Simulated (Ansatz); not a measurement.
Take W in the fcc (Cu type) structure (space group Fm-3m, No. 225; a = 3.998 Å) as the base. Axes: x, y, z lie along the cube axes.

Method: DFT with PBEsol, PAW potentials and a 420 eV plane-wave cutoff in Ansatz (a first-principles code), scalar-relativistic without spin-orbit coupling.

Free-standing slabs (1 atom(s) a layer) normal to [111] with 15 Å of vacuum; in-plane cell held at bulk.

One change was made to it. Results:

The shortest interatomic distance decreases by 0.004 Å to 2.823 Å; the excess energy per area of both faces (slab less bulk energy over the cell's area: twice a surface energy) is 5.96 J/m² (uncertain by up to 0.05 J/m²); the band gap is still zero.

Question: Name the change that was made.
(A) 6 layers
(B) 7 layers
(C) 2 layers

Answer: C, 2 layers. For comparison, the shortest interatomic distance in the other runs: 7 layers gives 2.813 Å; 6 layers gives 2.812 Å.

Slab and bulk use different k-meshes, which limits the precision of the excess energy. Whether these cells are dynamically stable was not tested. The final runs are not spin-polarised. This is not the structure that W has at room temperature and ambient pressure.
